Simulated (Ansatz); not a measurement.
A periodic model of amorphous Si14B14C14N28:

```xyz
70
Lattice="9.4110 -0.2366 -0.3285 -0.2366 9.3966 -0.1791 -0.3285 -0.1791 9.2931" Properties=species:S:1:pos:R:3 pbc="T T T"
Si     5.7352     5.5413     0.5940
Si     2.3507     9.1105     5.4416
Si     3.8079    -0.1118     8.7990
Si     8.6898     4.8255     1.0893
Si     1.5455     2.7653     3.5390
Si     5.9714     3.1441     4.9348
Si     8.0821     1.8615     2.6713
Si     5.9722     3.3502     7.4354
Si     4.6411     7.5753     6.3920
Si     7.3928     5.8385     6.0382
Si     4.0507     6.7243     3.8654
Si     4.1343     2.7940     0.0910
Si     2.9844     6.9337     0.9808
Si     2.9772     4.6153     7.9638
B      0.2698     7.1983     5.4394
B      0.8928     5.7619     7.0171
B      7.7379     6.0339     8.7431
B      8.1563     4.1713     3.7761
B      7.7567     8.7841     2.1468
B      6.3921     1.2802     1.1115
B      4.6091     3.7491     2.5359
B      2.8322     4.5927     2.0970
B      0.9010     5.5140     3.5326
B      4.4733     1.0781     6.1072
B      1.7404     9.0506     0.6968
B      1.2064     0.7709     8.0079
B      3.4446     2.1646     4.0428
B      0.6889     7.8331     2.8320
C      5.5680     7.1664     4.7786
C      7.8547     3.2830     0.3535
C      3.1721     6.5199     5.8494
C      0.8098     5.6584     8.5328
C      1.5921     2.1361     7.4931
C      3.8664     5.8139     2.2662
C      5.1627     1.3126     0.2371
C      1.7300     8.0471     1.6934
C      5.6841     7.0586     7.8293
C      0.5673     8.6192     6.1464
C      1.1576     6.9407     4.1392
C      2.5487     7.3864     4.7223
C      5.2479     7.0761    -0.3207
C      1.1496     2.6363     6.3096
N      2.4101     5.6082     6.6086
N      4.6316     3.0496     3.7951
N      0.2896     1.8967     2.9107
N      5.2237     5.0686     2.1620
N      4.6978     4.1394     8.5957
N      7.0016     6.5426     7.6173
N     -0.2947     6.0043     6.1506
N      8.8936     4.8948     2.8759
N      2.0611     0.2498     9.1195
N      3.5100     3.3731     1.5957
N      1.7391     4.4605     2.9865
N      2.3598     5.6142    -0.0523
N      3.5683     1.0655     4.9671
N      8.7737     8.0343     2.3860
N      6.7995     6.7544     4.7293
N      6.3516     4.3968     6.0725
N      4.0888     7.8239    -0.0892
N      7.3796     5.8625     0.6699
N      0.1069     9.1868     7.2085
N      7.0647     0.4212     2.1877
N      2.6735     2.9009     8.0526
N      0.9321     3.1261     5.2438
N      7.3253     3.1600     8.3770
N      3.9996    -0.1594     6.9402
N      5.4730     2.0868     6.2835
N      0.0326     5.9728     0.0348
N      7.4474     2.9852     3.9758
N      7.2471     2.4972     1.2586
```

Calculation: PBE, scalar-relativistic without spin-orbit coupling (plane waves to 420 eV, PAW; Ansatz, a first-principles code).

A CHGNet melt-quench gave the starting glass, which DFT then relaxed. N atoms were pushed apart under 1.9 Å during the dynamics, to hinder bonds among them. The hot cell started wider than the set density and was brought back towards it in steps. It is the lowest in DFT energy of 2 quenches. It is a model cell: composition and starting density were chosen by hand, and all elements were melted together. No dispersion term was used. Its density started from a set value of 2.15 and ended at 2.24 g/cm³. The quench (nominally 500 K/ps over its main leg) was far faster than any real one, so the model tends to hold more defects than a real film. A cell of this size samples the disorder only roughly. Volume and shape were free in the relaxation. On a 2×2×2 Γ-centred mesh force components of up to 0.45 eV/Å stay, since the relaxation ran on the zone centre alone.

Neighbours within Si-Si 2.60 Å, Si-B 2.28 Å, Si-C 2.19 Å, Si-N 2.12 Å, B-B 1.97 Å, B-C 1.87 Å, B-N 1.76 Å, C-C 1.78 Å, C-N 1.72 Å, N-N 1.70 Å count as bonded. Two cations that share two anions don't count as bonded, nor two that share one unless they lie closer than Si-Si 2.38 Å, Si-B 2.09 Å, Si-C 2.00 Å, B-B 1.80 Å, B-C 1.71 Å, C-C 1.63 Å.

Give the coordination numbers, mean bond lengths and angles.


```json
{
  "Mean coordination of Si": "4.00 (14 with 4)",
  "Mean coordination of B": "2.79 (3 with 2, 11 with 3)",
  "Mean coordination of C": "3.21 (1 with 2, 9 with 3, 4 with 4)",
  "Mean coordination of N": "2.86 (6 with 2, 20 with 3, 2 with 4)",
  "Mean Si-N bond": "1.785 Å (spread 0.074 Å, 40 counted)",
  "Mean B-N bond": "1.457 Å (spread 0.061 Å, 28 counted)",
  "Mean Si-C bond": "1.886 Å (spread 0.093 Å, 15 counted)",
  "Mean C-N bond": "1.370 Å (spread 0.090 Å, 12 counted)",
  "Bond angle at Si": "mean 108.6°, spread 15.1°",
  "Bond angle at B": "mean 122.5°, spread 14.4°",
  "Bond angle at C": "mean 115.2°, spread 17.2°",
  "Bond angle at N": "mean 116.5°, spread 16.2°"
}
```

List the pairs of like atoms that count as bonded by the rules above.

C31-C40 (1.55 Å), C33-C42 (1.36 Å), C37-C41 (1.38 Å), C39-C40 (1.57 Å).
